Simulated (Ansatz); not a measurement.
In2Au (Fm-3m), quasi-harmonic lattice dynamics with Ansatz (a quantum-chemistry and plane-wave program), PBEsol functional, plane-wave PAW. The cell is a database entry relaxed within its symmetry; it need not be the phase found at ambient conditions. The run noted for some of its cells that some bands missed the eigensolver's tolerance. Spin-orbit coupling is not included.

```
T (K)  α_L (10⁻⁶/K)  C_P (J/mol/K)  bulk modulus B_T (GPa)     γ
-----  ------------  -------------  ----------------------  ----
150            17.0           70.9                    64.0  1.98
200            17.8           73.8                    63.1  1.98
250            18.3           75.5                    62.1  1.98
300            18.7           76.7                    60.9  1.97
400            19.7           78.5                    58.3  1.97
450            20.2           79.4                    56.8  1.97
550            21.5            [?]                    53.6  1.98
800             [?]           86.4                    45.6  2.04
```

Problem. Fill in the missing entries.

Solution. 
- 550, C_P (J/mol/K): 81.1
- 800, α_L (10⁻⁶/K): 25.9

The crystal is held in this phase throughout; melting and phase transitions are not modelled.
